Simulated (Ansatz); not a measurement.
SnI₂ (within 0.1 Å of C2/m, No. 12; cell taken from a computed entry) was calculated with r²SCAN (PAW; Ansatz, an electronic-structure program).

Numerical settings: plane-wave cutoff 560 eV, 8×6×4 k mesh (along the axes of the cell as run), Fermi–Dirac smearing 0.01 eV, scalar-relativistic PAW data made under PBE.

Cell (relaxed with PBEsol):

Space group C2/m (No. 12); a = 14.1788 Å, b = 4.3894 Å, c = 10.7964 Å, α = γ = 90.00°, β = 92.38°

| atom | site | symmetry | x | y | z |
|---|---|---|---|---|---|
| Sn | 2a | 2/m | 0.0000 | 0.0000 | 0.0000 |
| Sn | 4i | m | 0.2624 | 0.0000 | 0.3049 |
| I | 4i | m | 0.0813 | 0.0000 | 0.7321 |
| I | 4i | m | 0.3604 | 0.0000 | 0.5600 |
| I | 4i | m | 0.1482 | 0.5000 | 0.0803 |
(The calculation used a cell of 9 atoms; values per cell refer to that cell.)

Problem. What does this level give for the band gap, smallest direct gap on the k points sampled and Γ–Γ gap?

Solution. 
band gap: 1.85 eV
smallest direct gap on the k points sampled: 2.08 eV
Γ–Γ gap: 2.37 eV

Note: cell and atoms aren't relaxed at this level (largest force component 0.08 eV/Å, pressure 1.6 GPa); this cell isn't known to be the ambient phase, and symmetry holds it in the calculation.

Spin–orbit coupling is not included; with these elements it can move the gap by several tenths of an eV or more.

The computed numbers hold no vibrational or temperature effects.
